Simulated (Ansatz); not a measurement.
Consider InSb in the zinc blende structure (space group F-43m, No. 216).

```
InSb
1.0
    0.00000     3.27863     3.27863
    3.27863     0.00000     3.27863
    3.27863     3.27863     0.00000
Sb In
1 1
Cartesian
  4.91795   4.91795   4.91795
  0.00000   0.00000   0.00000
```

The values are results of r2SCAN, PAW, 500 eV (Ansatz, a quantum-chemistry and plane-wave program; spin-orbit coupling left out), earlier PAW set, not measurements.

Base values:

- Lattice parameter a = 6.557 Å
- Band gap = zero

The change: a hydrostatic pressure of 5 GPa.

Problem. What happens to the lattice parameter a?

Solution. The lattice parameter a falls by 0.1987 Å to 6.359 Å.

Problem. What does the calculation give for the band gap after the change?

Solution. The band gap changes from zero to 0.59 eV.

With Sb present, leaving out spin-orbit coupling can change the band edges. Load acts through the strain it causes; cell and atoms are relaxed under it. No phonon test of stability was made. Tetrahedral semiconductors of this kind turn to denser phases somewhere between about 1 and 50 GPa; those were not computed, so compressed cells here can lie past the real transition. The final runs are not spin-polarised. Gaps under 0.05 eV, about the width of the smearing, are given as zero. A zero or small gap of InSb can be the functional's error rather than a property of the material.
